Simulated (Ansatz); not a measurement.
The starting structures come from a database of crystals and need not be the phases stable at ambient conditions.

The decay constant κ of evanescent states in the gap governs leakage through a thin film.

Given:

```
AlScCO
1.0
    5.61342     0.00000     0.00000
    2.80671    10.30056     0.00000
    2.80671    -0.25493     1.60028
Sc Al C O
2 2 2 2
Direct
  0.52947   0.80386   0.80386
  0.36281   0.30386   0.30386
  0.47956   0.52044   0.52044
  0.97956   0.02044   0.02044
  0.72442   0.94225   0.94225
  0.89108   0.44225   0.44225
  0.30324   0.69676   0.69676
  0.80324   0.19676   0.19676
```

Space group of this cell: P6_3mc. The cell is taken as given.

Transport runs along the normal of the first two printed cell vectors, the (111) plane of the conventional cell.

No gap correction and no spin-orbit coupling; mid-gap values are interpolated between computed energies.

Q: Predict the band gap and the smallest decay constant κ at mid-gap from r2SCAN (Ansatz, a first-principles code).

A: Gap 1.50 eV on a 18×18×18 mesh; κ = 0.189 1/Å, at (0.000, 0.500) of the in-plane reciprocal vectors. At the zone centre, at the nearest computed energy, the slowest state has κ = 0.21 1/Å.
